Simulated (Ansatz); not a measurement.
# ZnGeP2: uniaxial strain ε_zz = +3.00 %

Start from ZnGeP2 in the chalcopyrite structure (space group I-42d, No. 122; a = 5.500 Å, c = 10.845 Å). Axes: x, y, z lie along a, b, c of the conventional cell.

The change: the cell is stretched by 3.00 % along z with no lateral relaxation; the atoms relax in the strained cell.

Level of theory: Ansatz (an electronic-structure program), PBE, PAW, cutoff 420 eV, no SOC. Γ-centred 9×9×9 mesh, Fermi–Dirac width 0.05 eV.

The volume per atom goes up by 0.62 Å³, from 20.50 Å³ to 21.12 Å³ and the space group is still I-42d (No. 122). The shortest interatomic distance grows by 0.024 Å (2.360 Å → 2.384 Å) and the energy grows by 6.7 meV/atom. The pressure (mean of the normal stresses, compression positive) goes from zero to -2.06 GPa and the band gap decreases by 0.19 eV (1.14 eV → 0.95 eV) (an upper bound: an edge found on the path is not a true extremum; the base alone). The stress (xx, yy, zz, yz, xz, xy; compression positive) comes out as (-1.38, -1.38, -3.44, 0.00, 0.00, 0.00) GPa.

Whether these cells are dynamically stable was not tested.
